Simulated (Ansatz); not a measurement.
The starting structures come from a database of crystals and need not be the phases stable at ambient conditions.

 Where the default PAW files enter, the runs use the earlier of Ansatz's two default sets.

Inside the gap of an insulator the Bloch states are evanescent, with a wavenumber k + iκ along the transport direction.

```xyz
18
Lattice="5.1646 0.0000 0.0000 0.0000 6.3224 0.0000 0.0000 1.3146 5.6304" Properties=species:S:1:pos:R:3 pbc="T T T"
K      1.2911     4.9118     0.8800
K      3.8734     2.7251     4.7504
Li     5.1398     6.0605     3.6795
Li     0.0248     1.5764     1.9509
Li     2.5575     1.5764     1.9509
Li     2.6071     6.0605     3.6795
H      1.2911     1.7306     4.3360
H      3.8734     5.9064     1.2944
H      1.2911     3.4240     5.5235
H      3.8734     4.2129     0.1070
H      1.2911     3.7596     3.4948
H      3.8734     3.8773     2.1356
O      1.2911     1.2759     3.4638
O      3.8734     6.3610     2.1666
O      1.2911     1.3183     0.4690
O      3.8734     6.3186     5.1614
O      1.2911     4.6660     3.8349
O      3.8734     2.9709     1.7955
```

Space group of this cell: P2_1/m. The cell is taken as given; by r2SCAN its mean pressure is -3.0 GPa.

Transport runs along the normal of the first two printed cell vectors.

The gap is the functional's own. No spin-orbit coupling. Mid-gap values are interpolated on the energy grid.

**Question.** Compute, with r2SCAN run with Ansatz (a program for electronic structure), the band gap and the smallest decay constant κ at mid-gap.

**Answer.** Gap 4.92 eV on a 6×6×6 mesh; κ = 0.440 1/Å, at the zone centre.
